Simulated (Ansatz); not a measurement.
In a (9,0) ZnO nanotube, the lowest empty band has its minimum at Γ and lies 0.016 eV higher 0.0348 Å⁻¹ away along the axis.

Calculation: PBE (plane waves to 420 eV, PAW; Ansatz, a program for electronic structure). Mesh 1×1×6. No spin polarisation. It repeats along c; a and b span vacuum. A hypothetical model, rolled from the flat sheet. It keeps the symmetry and period of its start, so it need not be a minimum against all distortions.

Problem. Estimate the electron mass along the axis.

Solution. For a parabola ΔE = ħ²Δk²/2m, and ħ²/2mₑ = 3.810 eV Å². So m/mₑ = 3.810 × 0.0348²/0.016 = 0.29. The curvature over a step a third as long gives 0.28; the band is close to a parabola here.
